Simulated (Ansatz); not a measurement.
Inside the gap of an insulator the Bloch states are evanescent, with a wavenumber k + iκ along the transport direction.

```
BiVO4
1.0
    5.13455     0.00001    -0.00003
    2.56725     6.37419     0.01380
    0.00004    -2.07821     4.69522
V Bi O
2 2 8
Cartesian
  1.28364   1.33376   0.59034
  6.41820   2.96224   4.11864
  3.85093   0.29467   2.93794
  3.85091   4.00133   1.77105
  5.70218   5.36356   0.96670
  1.99966  -1.06757   3.74228
  7.13418   4.32186   3.32019
  0.56766  -0.02586   1.38880
  5.13779   2.41064   3.09153
  2.56405   1.88535   1.61746
  2.56407   1.83105   4.40096
  5.13777   2.46494   0.30802
```

Space group of this cell: I4_1/a. The cell was relaxed by PBE-D3(BJ); by r2SCAN its mean pressure is -2.1 GPa.

Transport runs along the normal of the first two printed cell vectors, the (110) plane of the conventional cell.

The gap is the functional's own. No spin-orbit coupling. Mid-gap values are interpolated on the energy grid.

Question: Predict the band gap and the smallest decay constant κ at mid-gap from r2SCAN in Ansatz (a program for electronic structure).

Answer: Gap 2.42 eV on a 6×6×6 mesh; κ = 0.283 1/Å, at (0.000, 0.333) of the in-plane reciprocal vectors. At the zone centre, at the nearest computed energy, the slowest state has κ = 0.36 1/Å.
